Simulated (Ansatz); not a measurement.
Start from GaP in the zinc blende structure (space group F-43m, No. 216; a = 5.4390 Å).

Perturbation: every Ga is replaced by In; the structure is relaxed again.

Levels (all Ansatz, a program for electronic structure, PAW, earlier PAW set): PBEsol (420 eV, no spin-orbit coupling); r2SCAN (500 eV, no spin-orbit coupling).

The geometry is relaxed with PBEsol.

| Quantity | Result |
|---|---|
| PBEsol pressure | 0.1 kbar |
| PBEsol gap character | direct at Γ |
| PBEsol lowest conduction level above the VBM at special points | Γ 0.57 eV; L 1.38 eV; X 1.65 eV; U 2.25 eV |

Problem. Predict the pressure, gap character and lowest conduction level above the VBM at special points from r2SCAN.

Solution. The pressure rises by 10.3 kbar to 10.4 kbar; the gap character stays direct at Γ; the lowest conduction level above the VBM at special points goes from Γ 0.57 eV; L 1.38 eV; X 1.65 eV; U 2.25 eV to Γ 1.11 eV; L 1.83 eV; X 2.02 eV; U 2.64 eV.

Single points use the geometry relaxed with PBEsol. Their cutoffs differ, which shifts pressures a little. Stability against distortions was not tested.
